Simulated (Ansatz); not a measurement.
Partial pair distribution functions of a relaxed model of amorphous Zn$_{12}$Sb$_{12}$Te$_{36}$, broadened by 0.06 Å; density 6.17 g/cm³. Method: PBE-D3(BJ), scalar-relativistic without spin-orbit coupling, PAW (Ansatz default set, large-core Te) (plane waves to 420 eV; Ansatz, a first-principles code).

Preparation: random packing, a CHGNet melt and quench, and a DFT relaxation. The hot cell started wider than the set density and was brought back towards it in steps. It is the lowest in DFT energy of 3 quenches. It is a model cell: composition and starting density were chosen by hand, and all elements were melted together. The geometry includes D3(BJ) dispersion. Its density started from a set value of 6.05 and ended at 6.17 g/cm³. The simulated quench (nominally 99 K/ps over its main leg) is rapid and tends to freeze in more defects than a deposited or slowly cooled glass has. One small periodic cell is one sample of the glass; other quenches scatter about these values. Volume and shape were free in the relaxation. On a 2×2×2 Γ-centred mesh force components of up to 0.17 eV/Å stay, since the relaxation ran on one k-point at (1/4, 1/4, 1/4).

| r (Å) | g Sb-Te | g Zn-Te | g Zn-Zn | g Sb-Sb |
|---|---|---|---|---|
| 2.40 | 0.00 | 0.01 | 0.00 | 0.00 |
| 2.50 | 0.00 | 1.08 | 0.00 | 0.00 |
| 2.60 | 0.00 | 8.36 | 0.00 | 0.00 |
| 2.70 | 0.16 | 9.47 | 0.00 | 0.00 |
| 2.80 | 2.31 | 2.97 | 0.00 | 0.00 |
| 2.90 | 5.40 | 0.66 | 0.00 | 0.00 |
| 3.00 | 4.69 | 0.17 | 0.00 | 0.00 |
| 3.10 | 3.84 | 0.01 | 0.00 | 0.00 |
| 3.20 | 2.10 | 0.00 | 0.00 | 0.00 |
| 3.30 | 1.49 | 0.00 | 0.00 | 0.03 |
| 3.40 | 0.73 | 0.01 | 0.17 | 0.64 |
| 3.50 | 0.76 | 0.23 | 1.83 | 0.95 |
| 3.60 | 1.07 | 0.62 | 2.07 | 0.38 |
| 3.70 | 1.03 | 0.66 | 2.90 | 0.99 |
| 3.80 | 0.69 | 0.85 | 1.25 | 0.24 |
| 3.90 | 0.61 | 1.00 | 2.64 | 0.95 |
| 4.00 | 0.57 | 0.76 | 3.20 | 2.88 |
| 4.10 | 0.30 | 0.80 | 2.21 | 2.18 |
| 4.20 | 0.35 | 0.59 | 1.33 | 1.10 |
| 4.30 | 0.75 | 0.53 | 2.19 | 2.27 |
| 4.40 | 0.75 | 0.91 | 1.65 | 2.70 |
| 4.50 | 0.55 | 0.87 | 0.62 | 1.55 |
| 4.60 | 0.80 | 0.81 | 0.63 | 0.16 |
| 4.70 | 0.96 | 1.06 | 1.36 | 0.96 |
| 4.80 | 1.15 | 1.02 | 0.89 | 2.45 |
| 4.90 | 0.99 | 0.79 | 0.64 | 1.95 |
| 5.00 | 0.99 | 0.73 | 0.67 | 1.29 |
| 5.10 | 0.89 | 0.92 | 1.05 | 1.26 |
| 5.20 | 0.90 | 0.95 | 0.96 | 1.02 |
| 5.30 | 0.66 | 1.08 | 0.89 | 0.69 |
| 5.40 | 0.66 | 1.26 | 1.23 | 0.82 |
| 5.50 | 0.76 | 1.12 | 1.14 | 0.22 |
| 5.60 | 0.52 | 0.71 | 1.02 | 0.87 |
| 5.70 | 0.58 | 0.63 | 0.68 | 1.60 |

Within 3.42 Å each Sb has 4.58 Te neighbours on average.
